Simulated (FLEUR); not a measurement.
A self-consistent single point of FeO (Fm-3m, 2 atoms in the cell) with FLEUR.

Method of the run: FLEUR with PBEsol, all-electron FLAPW (FLEUR), scalar-relativistic valence.

```
FeO
1.0
    0.00000     2.13377     2.13377
    2.13377     0.00000     2.13377
    2.13377     2.13377     0.00000
Fe O
1 1
Direct
  0.00000   0.00000   0.00000
  0.50000   0.50000   0.50000
```
Moments meant for the start (each program seeds them in its own way; μB, in the order of the atoms Fe O): 4.0 0.0.

Reference input (self-consistent single point, DFT, PBE, all-electron FLAPW (FLEUR), scalar-relativistic valence): Kmax = 4.4 1/bohr; GmaxXC = 17.6 1/bohr; xcFunctional = pbe; jspins = 2; l_soc = F; mode = hist; fermiSmearingEnergy = 0.00367493 Htr; mesh (inpgen div1-3) = 18 18 18; inpgen gamma flag = true; Gmax = 17.6 1/bohr; numbands = 0; maxIterBroyd = 15. This run's input differs from it in these lines:

```diff
@@ -14,2 +14,3 @@
 &comp jspins=2 /
+&exco xctyp='PBEs' /
 &kpt div1=18 div2=18 div3=18 gamma=t /
@@ -26,3 +27,3 @@
       <coreElectrons ctail="T" frcor="F" kcrel="0" coretail_lmax="0"/>
-      <xcFunctional name="pbe" relativisticCorrections="F"/>
+      <xcFunctional name="PBEs" relativisticCorrections="F"/>
       <magnetism jspins="2"/>
```

Output, abridged:

```
 Iteration:     1   Distance:      20.56146768 me/bohr^3
 Iteration:     2   Distance:      17.24936480 me/bohr^3
 Iteration:     3   Distance:       8.68505535 me/bohr^3
 Iteration:     4   Distance:       6.86565287 me/bohr^3
 Iteration:     5   Distance:       4.12696513 me/bohr^3
   [... 11 lines left out ...]
 Iteration:    17   Distance:       0.00029011 me/bohr^3
 Iteration:    18   Distance:       0.00012485 me/bohr^3
 Iteration:    19   Distance:       0.00001923 me/bohr^3
 Iteration:    20   Distance:       0.00000504 me/bohr^3
 Run finished successfully
 Stop message:
   Structural relaxation: Done

[file out, last iteration]
             iter=     21
[...]
          total density-effective poten   -2.1349675650E+03
          total charge density-energy d   -6.3086730114E+01
 Updated energy parameters for spin:           1
 Updated energy parameters for spin:           2
[...]
 fermi energy and band-weighting factors:
    1.057517    1.057517

[...]
FERMIE:
          first approx. to ef    (T=0)  :   0.379401 htr   (energy of the highest occ. eigenvalue)
          number of occ. states  (T=0)  :       4310
          first approx. to seigv (T=0)  : -13.283867 htr
          sum of weights of occ. states :  22.003086
          sum of semicore charge        :   0.000000 e
FERHIS:  Fermi-Energy by histogram:
   [... lines left out ...]
          bandgap                     :   0.000534 htr
          charge neutrality (T=0)     :   0.003086    (zero if the highest occ. eigenvalue is "entirely" occupied)
     EF_NEWTON:  Adjust Fermi-Energy by Newton-Method.
 Direct bandgap for spin            1 :   0.12618698922431204       Htr
 Direct bandgap for spin            2 :    1.7528764006105035E-003  Htr
 ---->    free energy=                     -1346.6335733705 htr
   [... lines left out ...]
 ***** TOTAL FORCES ON ATOMS *****
 TOTAL FORCE FOR ATOM TYPE=  1  X=  0.000   Y=  0.000   Z=  0.000
                       FX_TOT= 0.000000 FY_TOT= 0.000000 FZ_TOT= 0.000000
 TOTAL FORCE FOR ATOM TYPE=  2  X=  4.032   Y=  4.032   Z=  4.032
                       FX_TOT= 0.000000 FY_TOT= 0.000000 FZ_TOT= 0.000000
 Structural relaxation: Done
```

The run converged in 20 iterations. FLEUR gives forces in its relaxation mode, with a further iteration, so its stop message speaks of a relaxation. Against the reference run the size of the net moment stays at 2.00 μB/atom.

The starting cell comes from a database of computed structures (which also holds hypothetical and non-ambient phases and stackings), without a prior relaxation at this level. Its lattice was rescaled by a random factor within 2.5 % of one. With one magnetic atom in the cell only a parallel order is possible. Values depend on the basis (sphere radii, cutoffs, local orbitals), which need not be converged. The log's line on a gap gives a spacing of levels on this mesh, which the program prints for metals too.

Cost on one core of a shared machine: roughly 6 min.
